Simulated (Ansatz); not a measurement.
System: HfO2 (model structure, started from the tetragonal ZrO2 type, P4₂/nmc, No. 137, 6 atoms in the cell; like a known high-temperature phase). Method: r²SCAN+rVV10 (Ansatz, a first-principles code, plane waves, PAW).

Run with plane-wave cutoff 560 eV, 10×10×8 k mesh (along the axes of the cell as run), Fermi–Dirac smearing 0.01 eV, scalar-relativistic PAW data made under PBE.

Cell (relaxed at this level):

HfO2 has the tetragonal space group P4₂/nmc, origin choice 1 (No. 137), Pearson symbol tP6. Cell: a = b = 3.569 Å, c = 5.175 Å, α = β = γ = 90.00°. Hf on 2a is coordinated by 4 O at 2.060 Å and 4 O at 2.370 Å. O on 4d sees 2 Hf at 2.060 Å and 2 Hf at 2.370 Å (tetrahedral). (Neighbours: up to the widest gap in distance over summed covalent radii, below 1.35, at either atom; cation-cation and far metal-metal contacts left out.)

Predict the band gap.


- band gap = 5.22 eV (on the SCF k mesh)

Note: held by symmetry at 0 K, a high-temperature phase can be a saddle point.

Spin–orbit coupling is not included.

A model structure was made by putting elements into a prototype or built by hand; it is no filed structure, need not be a known phase, and can be a saddle point held by its symmetry.
